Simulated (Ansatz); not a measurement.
The parent structure is Mo in the bcc (W type) structure (space group Im-3m, No. 229; relaxed with 0.1 eV smearing).

```
CELL_PARAMETERS angstrom
     -1.55576     1.55576     1.55576
      1.55576    -1.55576     1.55576
      1.55576     1.55576    -1.55576
ATOMIC_POSITIONS crystal
  Mo 0.00000 0.00000 0.00000
```

Cartesian axes are those of the cell as printed.

Computed with Kohn–Sham DFT with the LDA functional, run in Ansatz (a first-principles code) with PAW and 420 eV plane waves, spin-orbit coupling left out.

For the base:

```
Item                            Result
-----------------------------  -------
Shortest interatomic distance  2.695 Å
Band gap                          zero
```

Perturbation: a pure shear with ε_xy = ε_yx = 0.0171, atoms relaxed at fixed cell.

What happens to the energy relative to the base, stress, shortest interatomic distance and band gap?

The energy rises by 6.0 meV/atom; the stress (xx, yy, zz, yz, xz, xy; compression positive) comes out as (0.2, 0.2, 0.3, 0.0, 0.0, -3.7) GPa; the shortest interatomic distance falls by 0.031 Å to 2.664 Å; the band gap stays zero.

The cells carry an imposed strain or load. Stability against distortions was not tested. All final runs are without spin polarisation.
